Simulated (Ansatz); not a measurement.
The reference is PtGe (space group Pnma, No. 62; a = 5.819 Å, b = 3.757 Å, c = 6.175 Å). Axes: x, y, z lie along a, b, c of the conventional cell.

(Cell as relaxed with PBE.)

Levels (all Ansatz, a program for electronic structure, PAW): PBE (420 eV, scalar-relativistic without spin-orbit coupling); r2SCAN (500 eV, spin-orbit coupling left out).

Each level relaxes its own structure.

| base | PBE | r2SCAN |
|---|---|---|
| volume per atom | 16.87 Å³ | 16.42 Å³ |
| band gap | zero | zero |

The change: biaxial strain −1.42 %, plane normal [001], relaxed out of plane (Cartesian); in-plane vectors clamped, the third vector and the atoms free.

```json
[
 {"quantity": "pressure (mean of the normal stresses, compression positive)", "PBE": "2.0 GPa", "r2SCAN": "…"},
 {"quantity": "volume per atom", "PBE": "16.66 Å³", "r2SCAN": "…"},
 {"quantity": "band gap", "PBE": "zero", "r2SCAN": "…"}
]
```

Given the PBE results, estimate those of r2SCAN.


- pressure (mean of the normal stresses, compression positive), r2SCAN: 2.4 GPa
- volume per atom, r2SCAN: 16.20 Å³
- band gap, r2SCAN: zero

PBE's pressure lies 0.31 GPa below r2SCAN's; PBE's volume per atom lies 0.46 Å³ above r2SCAN's (2.8 %); the two agree on the band gap. Neither level is exact; r2SCAN is the comparison here, not a measurement.

No phonon test of stability was made. All final runs are without spin polarisation.
